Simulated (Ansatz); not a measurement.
# Ta, point defects

Base system: a 12-atom supercell of Ta in the bcc (W type) structure (space group Im-3m, No. 229; a = 3.320 Å) at its relaxed geometry.

One neutral defect a cell, atoms relaxed at fixed cell.

Method: PBE (Ansatz, a program for electronic structure), no SOC.

```tsv
case	pressure	largest displacement of a host atom from its site in the perfect cell
perfect supercell	-0.1 GPa	–
V on a Ta site	-3.7 GPa	0.05 Å
Hf on a Ta site, symmetric start	2.8 GPa	0.04 Å
Al on a Ta site	-2.2 GPa	0.04 Å
H interstitial (started 1.75 Å from the nearest host atom)	2.5 GPa	0.06 Å
Re on a Ta site	-4.2 GPa	0.06 Å
```

The magnetic state is the one reached from the starting moments; the real material's order can differ, and small cells can't hold many antiferromagnetic ones. The cell is small, so the values are those of an ordered compound at a high defect concentration; dilute-limit values will differ. Defects with a symmetric start kept the site's symmetry and may sit on a saddle; the others started slightly shaken. Starting moments died away, wholly or in part, for V on a Ta site; another magnetic solution may exist. Spin-polarised in the final run: V on a Ta site; the other runs are not. An odd electron count without spin: HfTa11 and Ta12H.
